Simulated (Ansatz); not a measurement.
Take Pd in the fcc (Cu type) structure (space group Fm-3m, No. 225) as the base.

```yaml
crystal:
  lattice:
    - [0.00000, 1.95418, 1.95418]
    - [1.95418, 0.00000, 1.95418]
    - [1.95418, 1.95418, 0.00000]
  atoms:
    - { symbol: Pd, position: [0.00000, 0.00000, 0.00000] }
```

The other end (x = 1) is Re in the fcc (Cu type) structure (space group Fm-3m, No. 225; a model cell): 14.75 Å³/atom, gap zero; this end may not be an ambient phase.

Method: r2SCAN (Ansatz, a first-principles code), spin-orbit coupling left out.

Base values:

| Quantity | Value |
|---|---|
| Volume per atom | 14.93 Å³ |
| Gap of the supercell | zero |

Modification: a fraction x = 0.062 of the Pd sites is given to Re, placed at random in a cell of 64 atoms and fully relaxed.

Q: What happens to the volume per atom?

A: The volume per atom shrinks by 0.07 Å³ (14.93 Å³ → 14.86 Å³).

Q: Estimate the effect on the gap of the supercell.

A: The gap of the supercell (an upper bound) is still zero.

Each composition is one random arrangement in one supercell; another draw would differ somewhat. With Re present, leaving out spin-orbit coupling can change the band edges. All final runs are without spin polarisation. Pd has a high density of states at the Fermi level and may be magnetic at this level. This is not the structure that Re has at room temperature and ambient pressure.
